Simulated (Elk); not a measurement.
Input and output of a self-consistent single point for Na (Im-3m, 1 atom in the cell) (Elk).

Method: PBE, all-electron FP-LAPW, Elk's shipped species files, default APW+lo basis in Elk.

```yaml
crystal:
  lattice:
    - [-2.14065, 2.14065, 2.14065]
    - [2.14065, -2.14065, 2.14065]
    - [2.14065, 2.14065, -2.14065]
  atoms:
    - { symbol: Na, position: [0.00000, 0.00000, 0.00000] }
```

Reference input (self-consistent single point, DFT, PBE, all-electron FP-LAPW, Elk's shipped species files, default APW+lo basis): xctype = 20; rgkmax = 7; stype = 3; swidth = 0.00367493 Ha; ngridk = 11 11 11. This run's input differs from it in these lines:

```diff
@@ -33,3 +33,3 @@
 ngridk
-  11 11 11
+  29 29 29
```

Output, abridged:

```
│ Self-consistent loop started │
│ Loop number : 1 │
 total energy                :     -162.622414469
│ Loop number : 2 │
 total energy                :     -162.620426048
RMS change in Kohn-Sham potential (target) :    1.071823127     (  0.1000000000E-05)
Absolute change in total energy (target)   :   0.1988420601E-02 (  0.1000000000E-03)
│ Loop number : 3 │
 total energy                :     -162.542625700
RMS change in Kohn-Sham potential (target) :   0.5728419544     (  0.1000000000E-05)
Absolute change in total energy (target)   :   0.7829745291E-01 (  0.1000000000E-03)
│ Loop number : 4 │
   [... lines left out ...]
Absolute change in total energy (target)   :   0.5725618399E-03 (  0.1000000000E-03)
│ Loop number : 10 │
 total energy                :     -162.465176945
RMS change in Kohn-Sham potential (target) :   0.7021567210E-05 (  0.1000000000E-05)
Absolute change in total energy (target)   :   0.1453775743E-03 (  0.1000000000E-03)
│ Loop number : 11 │
 total energy                :     -162.465177367
RMS change in Kohn-Sham potential (target) :   0.6165436760E-06 (  0.1000000000E-05)
Absolute change in total energy (target)   :   0.3592251616E-04 (  0.1000000000E-03)
Convergence targets achieved

│ Loop number : 12 │

Energies :
 Fermi                       :     0.629563482449E-02
 total energy                :     -162.465178079

Density of states at Fermi energy :    13.29143621
 (states/Hartree/unit cell)

Estimated indirect band gap :   0.6820744014E-03
 from k-point    204 to k-point    345
Estimated direct band gap   :   0.8210992436E-01
 at k-point    109

Charges :
 core                        :    2.000000000
 valence                     :    9.000000000
 interstitial                :   0.9634637764
 muffin-tins (core leakage)
  species :    1 (Na)
   atom    1                 :    10.03653622     (  0.2220446049E-15)
 total in muffin-tins        :    10.03653622
 total calculated charge     :    10.99962924
 total charge                :    11.00000000
 error                       :   0.3707628388E-03

│ Self-consistent loop stopped │
```

The run converged in 12 iterations. The count includes the last loop, which Elk runs after its targets are met. Against the reference run the free energy goes up by 1.4 meV/atom.

The starting cell has typed, rounded lattice constants, without a prior relaxation at this level. Its lattice was rescaled by up to half a per cent. Values depend on the basis (sphere radii, cutoffs, local orbitals), which need not be converged. The log's line on a gap gives a spacing of levels on this mesh, which the program prints for metals too.
